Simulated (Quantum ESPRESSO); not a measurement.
# One base run on Hf₃Be (I4/mmm, 4 atoms in the cell) and variants with one or two settings moved

```
CELL_PARAMETERS angstrom
      2.09200    -2.09200     4.35304
      2.09200     2.09200     4.35304
     -2.09200    -2.09200     4.35304
ATOMIC_POSITIONS crystal
  Hf 0.50000 0.25000 0.75000
  Hf 0.50000 0.75000 0.25000
  Hf 0.00000 0.50000 0.50000
  Be 0.00000 0.00000 0.00000
```

Base run A: PBEsol, GBRV 1.5 ultrasoft (PBESOL) pseudopotentials in Quantum ESPRESSO 7.5, self-consistent single point.

Its settings: ecutwfc = 40 Ry; ecutrho = 320 Ry; occupations = smearing; smearing = fd; degauss = 0.0099958 Ry; potentials = {Hf: hf_pbesol_v1.uspp.F.UPF, Be: be_pbesol_v1.4.uspp.F.UPF}; K_POINTS = automatic 9 9 9 0 0 0; conv_thr = 1e-10 Ry; mixing_beta = 0.4.

The starting cell comes from a database of computed structures (which also holds hypothetical and non-ambient phases and stackings), without a prior relaxation at this level. In the base run, with a pressure of about -4 GPa the cell is away from its equilibrium volume at this level.

ΔF is the free energy per atom less that of run A. A dash stands where there is no value to compare (another energy zero or no entropy term, no result, no spin, no clean gap, or a mesh too coarse for one). Absolute energies have different zeros for different potentials, functionals, Hubbard and dispersion terms and are not compared across them.

Run A gave: pressure (GPa) -4.17.

Runs:
- B: ecutrho: 320 Ry → 640 Ry
- C: lattice scaled by 0.985; ecutwfc: 40 Ry → 24 Ry; ecutrho: 320 Ry → 192 Ry
- D: degauss: 0.0099958 Ry → 0.0036749 Ry
- E: pseudopotentials: {Hf: hf_pbesol_v1.uspp.F.UPF, Be: be_pbesol_v1.4.uspp.F.UPF} → {Hf: hf_pbe_v1.uspp.F.UPF, Be: be_pbe_v1.4.uspp.F.UPF}; input_dft: default → pw91 [PW91]
- F: ecutwfc: 40 Ry → 46 Ry; ecutrho: 320 Ry → 368 Ry
- G: nbnd: default → 22
- H: mixing_beta: 0.4 → 0.8
- I: mixing_ndim: default → 2
- J: mixing_beta: 0.4 → 0.5; mixing_mode: default → local-TF
- K: startingwfc: default → random

Task: What does run F change against A?

Result: The free energy drops by 11.1 meV/atom and the pressure goes from -4.17 to -3.64 GPa.

Task: What does run E change against A?

Result: The pressure goes from -4.17 to -0.40 GPa.

```json
[
 {"run": "A", "ΔF (meV/atom)": "0.00", "pressure (GPa)": "-4.17"},
 {"run": "B", "ΔF (meV/atom)": "0.29", "pressure (GPa)": "-4.17"},
 {"run": "C", "ΔF (meV/atom)": "220.6", "pressure (GPa)": "-8.01"},
 {"run": "D", "ΔF (meV/atom)": "16.7", "pressure (GPa)": "-4.44"},
 {"run": "E", "ΔF (meV/atom)": "–", "pressure (GPa)": "-0.40"},
 {"run": "F", "ΔF (meV/atom)": "-11.1", "pressure (GPa)": "-3.64"},
 {"run": "G", "ΔF (meV/atom)": "0.01", "pressure (GPa)": "-4.17"},
 {"run": "H", "ΔF (meV/atom)": "0.00", "pressure (GPa)": "-4.17"},
 {"run": "I", "ΔF (meV/atom)": "0.00", "pressure (GPa)": "-4.17"},
 {"run": "J", "ΔF (meV/atom)": "0.00", "pressure (GPa)": "-4.17"},
 {"run": "K", "ΔF (meV/atom)": "0.00", "pressure (GPa)": "-4.17"}
]
```
